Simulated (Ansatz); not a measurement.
# Habitual settings against a tight run: La2Al3Ge (P-6m2, 6 atoms in the cell)

Self-consistent single point.

```
CELL_PARAMETERS angstrom
      4.30875     0.00000     0.00000
     -2.15437     3.73149     0.00000
      0.00000     0.00000     8.69680
ATOMIC_POSITIONS crystal
  La 0.33333 0.66667 0.24941
  La 0.33333 0.66667 0.75059
  Al 0.66667 0.33333 0.50000
  Al 0.00000 0.00000 0.00000
  Al 0.00000 0.00000 0.50000
  Ge 0.66667 0.33333 0.00000
```

Computed with LDA (PW92), default PAW files made with PBE (plane waves; Ansatz, an electronic-structure program).

Base settings: basis.ecutwfc = 420 eV; kpoints.mp_grid.grid = 6 6 3; hamiltonian.xc = lda; hamiltonian.pseudopotentials = {kind: paw} (the program's default PAW files); scf.occupations.method = fermi_dirac; scf.occupations.width = 0.136 eV.

Tight run (finer mesh or higher cutoff; not a proven limit): basis.ecutwfc: 420 eV → 590 eV; kpoints.mp_grid.grid: 6 6 3 → 9 9 5; scf.convergence.dr2_threshold: default (1e-07 eV) → 1e-09 eV. It gave Fermi level (on the code's own zero) 9.38 eV; pressure -0.08 GPa; largest force (vector length) 0.075 eV/Å.

Quick runs, as changes from the base:
- A: the base itself
- B: kpoints.mp_grid.grid: 6 6 3 → 4 4 4; scf.occupations.method: fermi_dirac → gaussian; scf.occupations.width: 0.136 eV → 0.272 eV
- C: basis.ecutwfc: 420 eV → 210 eV; kpoints.mp_grid.grid: 6 6 3 → 2 2 2

Energies are extrapolated to zero smearing width, which holds to low order in the width alone.

The count of work is k-points × plane waves × bands × iterations; it is no time. 

Pressures in the table are Ansatz's without its Pulay estimate, at a fixed set of plane waves; the tight run's value above holds the estimate.

The starting cell comes from a database of computed structures (which also holds hypothetical and non-ambient phases and stackings), without a prior relaxation at this level. Its lattice was rescaled by a random factor within 2.5 % of one.

```tsv
run	energy less tight (meV/atom)	pressure less tight (GPa)	largest miss in a force vector (eV/Å)	count of work / tight
A	0.3	0.05	0.006	0.20
B	6.1	-0.04	0.002	0.17
C	1590.0	-43.97	0.148	0.023
```

Among the runs at the tight run's level, the energy misses run from 0.3 to 1590.0 meV/atom.

Left out of this page: 2 runs of the series outside the window shown, repeating another row's setting, or not comparable; 1 run of the series unsound by tests on forces, stress, charge or solver warnings.

Keys are those of Ansatz 0.2.
